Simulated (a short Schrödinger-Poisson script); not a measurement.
Stack: MOS inversion layer, SiO2 on p-type Si(111), at 300 K.

From the gate side: 3.5 nm SiO2; 380 nm Si, acceptors 1.3e18 cm⁻³.

Constants are typed, rounded textbook-type inputs, not results; the design itself was drawn at random and stands for no fabricated device. SiO2: permittivity 3.9, conduction-band edge (eV) 3.15, gap (eV) 9, electron mass (mₑ) 0.5. Si: permittivity 11.7, conduction-band edge (eV) 0, gap (eV) 1.124, Nv at 300 K (cm⁻³) 3.1e19.

Channel valleys (confinement mass, in-plane density-of-states mass, number): Δ6 0.258, 0.358, 6. At the gate the conduction-band edge of layer 1 lies 3.68 eV − eVg above the Fermi level of the channel; the field vanishes at the back. Gaps are held at their typed values at every temperature. Mesh 0.03 nm at interfaces.

Solved with a short Schrödinger-Poisson script written for these runs: 1D Poisson equation in equilibrium, electrons quantum, Hartree (BenDaniel-Duke, 12 states a valley, the channel's in-plane mass for all, wave functions free to enter the dielectric), parabolic valleys, classical holes, full ionisation, no traps, pinning or gate leakage.

| Vg (V) | electrons (cm⁻²) | C (μF/cm²) | Δ6 E0 (meV from the Fermi level) |
|---|---|---|---|
| 1.2 | 2.36e10 | 0.312 | 178.3 |
| 1.35 | 3.27e11 | 0.637 | 110.1 |
| 1.5 | 9.51e11 | 0.772 | 82.1 |
| 1.65 | 1.68e12 | 0.818 | 67.0 |
| 1.8 | 2.45e12 | 0.841 | 56.9 |
| 1.95 | 3.24e12 | 0.855 | 49.2 |
| 2.1 | 4.04e12 | 0.865 | 43.0 |
| 2.25 | 4.85e12 | 0.873 | 37.8 |
| 2.4 | 5.67e12 | 0.879 | 33.2 |
| 2.55 | 6.50e12 | 0.884 | 29.2 |
| 2.7 | 7.33e12 | 0.888 | 25.6 |
| 2.85 | 8.16e12 | 0.892 | 22.4 |
| 3 | 9.00e12 | 0.894 | 19.3 |
| 3.15 | 9.84e12 | 0.897 | 16.5 |
| 3.3 | 1.07e13 | 0.900 | 13.9 |
| 3.45 | 1.15e13 | 0.902 | 11.4 |

Gate voltages with under 1e9 electrons/cm² are left out.

At Vg = 3.45 V the lowest Δ6 subband lies at 11.4 meV from the Fermi level. How many electrons does it hold, and what share of all?

The two-dimensional density of states is g m/(πħ²) = 8.97e11 cm⁻² meV⁻¹ (both spins), kT = 25.9 meV, so n = D kT ln(1 + exp(−E/kT)) = 1.15e13 cm⁻², 1.00 of the 1.15e13 cm⁻² in all.

Compare the slope of the sheet density between 3.15 and 3.45 V with the geometric capacitance of the layers between gate and channel.

q Δn/ΔV = 0.887 μF/cm²; ε0/Σ(t/ε) = 0.987 μF/cm². The ratio is 0.90: the channel acts as a further capacitance in series.
